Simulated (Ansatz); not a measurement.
The starting structures come from a database of crystals and need not be the phases stable at ambient conditions.

Tunnelling through a barrier is set by its complex band structure: the current falls as exp(−2κd) with the smallest κ.

Input:

```
CdCl2
1.0
    3.85632     0.00000     0.00000
    0.00000    17.57809     0.00000
    1.92816     5.85936     1.11322
Cd Cl
1 2
Direct
  0.00000   0.00000   0.00000
  0.00000   0.25132   0.00000
  0.00000   0.74868   0.00000
```

Space group of this cell: R-3m. The cell was relaxed by PBE-D3(BJ); by PBEsol its mean pressure is -1.2 GPa.

Transport runs along the normal of the first two printed cell vectors, the (100) plane of the conventional cell.

The gap is the functional's own. No spin-orbit coupling. Mid-gap values are interpolated on the energy grid.

Q: Give the band gap and the smallest decay constant κ at mid-gap that Ansatz (a program for electronic structure) with PBEsol yields.

A: Gap 3.32 eV on a 26×26×26 mesh; κ = 0.297 1/Å, at the zone centre.
